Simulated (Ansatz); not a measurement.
An Ansatz (an electronic-structure program) run: TiO2; PBE (Ansatz; PAW; 420 eV plane waves; no spin-orbit coupling), earlier PAW set.

Input:

Ansatz 0.2 input:
```yaml
crystal:
  lattice:
    - [4.643529065, 0, 0]
    - [0, 4.643529065, 0]
    - [0, 0, 2.9637003227]
  atoms:
    - { symbol: Ti, position: [0, 0, 0] }
    - { symbol: Ti, position: [0.5, 0.5, 0.5] }
    - { symbol: O, position: [0.3051207282, 0.3051207282, 0] }
    - { symbol: O, position: [0.8051207282, 0.1948792718, 0.5] }
    - { symbol: O, position: [0.1948792718, 0.8051207282, 0.5] }
    - { symbol: O, position: [0.6948792718, 0.6948792718, 0] }
basis: { ecutwfc: 420, ecutrho_ratio: 4, xc_grid: 2, fft_grid_basis: typed }
kpoints: { mp_grid: { grid: [7, 7, 11] } }
hamiltonian:
  xc: pbe
  dispersion: none
  pseudopotentials: { azcp: { folder: ./paw }, kind: paw }
scf: { occupations: { method: fermi_dirac, width: 0.05 }, convergence: { dr2_threshold: 0.0000000006 } }
output: { forces: true, stress: true }
```

Output (explanatory and most iteration lines left out):

```
Pseudopotential: Ti, paw, valence charge 12
Pseudopotential: O, paw, valence charge 6
Crystal: 6 atoms, lattice volume = 63.904 Å³
Basis set: ecut = 420 eV, 1241 PW (Γ), exchange–correlation on 64×64×40 points (8 copies of the dense FFT grid, shifted against one another)
Bands: 30, of which v1, the nominal top of the filled ones, is band 24 counted from 1 (23 counted from 0)
Symmetry: 16 space group operations
Space group: P42/mnm (ITA 136), of the structure as read, at distance tolerance 4.0e-5 Å
k-points: 60 of 539
Functional: x = pbe(κ = 0.804, μ = 0.2195149727645171), c = pbe(β = 0.06672455060314922)
SCF iter   1: F=—  HF=-7277.486908 eV  |F-HF|=—  |Δ(HF+E_count)|=         —  Δρ=6.19e-2  dr2=2.40e0  ethr=3.10e-3  ⟨swp⟩=4.6  Hψ=6030  notcnv=0
SCF iter   2: F=—  HF=-7277.319354 eV  |F-HF|=—  |Δ(HF+E_count)|=   1.68e-1  Δρ=3.33e-2  dr2=6.70e-1  ethr=3.10e-3  ⟨swp⟩=3.0  Hψ=3475  notcnv=0  defer=67
SCF 1 converged in 9 iterations: F = -7277.319762 eV  dr2 = 3.47e-10
SCF converged after 9 iterations
Free energy (F): -7277.319762 eV
Internal energy: -7277.319762 eV  (E = F + TS)
E sigma→0 (E₀):  -7277.319762 eV
Fermi energy:    9.592241 eV
--- Forces (eV/Å), atoms counted from 1 ---
  atom   1  Ti     0.00000000    -0.00000000     0.00000000
  atom   2  Ti     0.00000000     0.00000000     0.00000000
  atom   3  O     -0.00003779    -0.00003779     0.00000000
  atom   4  O     -0.00003779     0.00003779     0.00000000
  atom   5  O      0.00003779    -0.00003779     0.00000000
  atom   6  O      0.00003779     0.00003779     0.00000000
--- Stress (GPa, compression-positive) ---
        0.007241       0.000000       0.000000
        0.000000       0.007241       0.000000
        0.000000       0.000000      -0.001619
  P = ⅓ Tr σ = 0.0043 GPa (0.043 kbar)
```

Stability against distortions was not tested. All final runs are without spin polarisation. The cell is TiO2 in the rutile structure (space group P4_2/mnm, No. 136).
